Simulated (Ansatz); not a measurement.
Hypothetical zinc blende CaO under a change: isotropic strain +5.72 %

The reference is CaO in the zinc blende structure (space group F-43m, No. 216; a = 5.2128 Å; a hypothetical phase, not in the database extracts checked).

Modification: the cell is scaled by 1.0572 in all directions, atoms relaxed at fixed cell.

Method: r2SCAN (Ansatz, a program for electronic structure), no SOC. Γ-centred 11×11×11 mesh, Fermi–Dirac width 0.05 eV.

```csv
quantity,base,changed,shift
volume per atom,17.71 Å³,20.92 Å³,+3.215 Å³
space group,F-43m (No. 216),F-43m (No. 216),–
shortest interatomic distance,2.257 Å,2.386 Å,+0.129 Å
energy relative to the base (free energy F),0 meV/atom,+113 meV/atom,+113 meV/atom
band gap,3.76 eV,3.18 eV,-0.58 eV
gap character,"indirect, W → Γ","indirect, X → Γ",–
smallest direct gap,4.38 eV,3.55 eV,-0.83 eV
width of the top valence band,0.62 eV,0.37 eV,-0.25 eV
electron mass,0.43 mₑ (at Γ),0.42 mₑ (at Γ),–
```

Final structure:

```xyz
2
Lattice="0.0000 2.7555 2.7555 2.7555 0.0000 2.7555 2.7555 2.7555 0.0000" Properties=species:S:1:pos:R:3 pbc="T T T"
O      4.1332     4.1332     4.1332
Ca     0.0000     0.0000     0.0000
```

Masses are band curvatures over ±0.01 Å⁻¹ around the edge. Stability against distortions was not tested.
